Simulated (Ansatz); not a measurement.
The reference is ScSi (space group Cmcm, No. 63; a cell from a computed database, its experimental status unchecked).

```cif
data_Sc4Si4
_chemical_formula_sum 'Sc4 Si4'
_space_group_name_H-M_alt 'Cmcm'
_space_group_IT_number 63
_space_group_name_Hall '-C 2c 2'
_cell_length_a 3.94734
_cell_length_b 9.82198
_cell_length_c 3.63953
_cell_angle_alpha 90.000
_cell_angle_beta 90.000
_cell_angle_gamma 90.000
loop_
_atom_site_label
_atom_site_type_symbol
_atom_site_symmetry_multiplicity
_atom_site_Wyckoff_symbol
_atom_site_fract_x
_atom_site_fract_y
_atom_site_fract_z
_atom_site_occupancy
Sc1 Sc 4 c 0.00000 0.13900 0.75000 1
Si1 Si 4 c 0.00000 0.58148 0.25000 1
```
(The calculation used a cell of 4 atoms; values per cell refer to that cell.)

All numbers come from PBEsol in Ansatz (plane waves to 420 eV, PAW, no spin-orbit coupling).

Base values:

```
Item                Value
---------------  --------
Volume per atom  17.64 Å³
Band gap             zero
```

Perturbation: cell and atoms relaxed at a pressure of 0.7 GPa.

Task: Predict the new volume per atom.

Result: The volume per atom falls by 0.11 Å³ (17.64 Å³ → 17.53 Å³).

Task: What does the calculation give for the band gap after the change?

Result: The band gap remains zero.

Load acts through the strain it causes; cell and atoms are relaxed under it. Stability against distortions was not tested. All final runs are without spin polarisation.

Ansatz is a program for electronic structure.
